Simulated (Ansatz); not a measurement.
**K2Se: response to strain**

Consider K2Se in the anti-fluorite structure (space group Fm-3m, No. 225; a = 7.610 Å).

Strains are applied to the cell and any free atomic positions relax.

All numbers come from PBEsol, PAW, 420 eV (Ansatz, a first-principles code; no spin-orbit coupling).

Candidates:
(a) isotropic strain +2.00 %
(b) isotropic strain −1.50 %
(c) isotropic strain −2.00 %
(d) isotropic strain −0.50 %

Base values:

| Property | Value |
|---|---|
| Band gap | 2.11 eV |

**Question.** Order them by band gap, highest first.

**Answer.** (c) isotropic strain −2.00 % (2.24 eV), (b) isotropic strain −1.50 % (2.20 eV), (d) isotropic strain −0.50 % (2.14 eV), (a) isotropic strain +2.00 % (1.99 eV)

Whether these cells are dynamically stable was not tested.
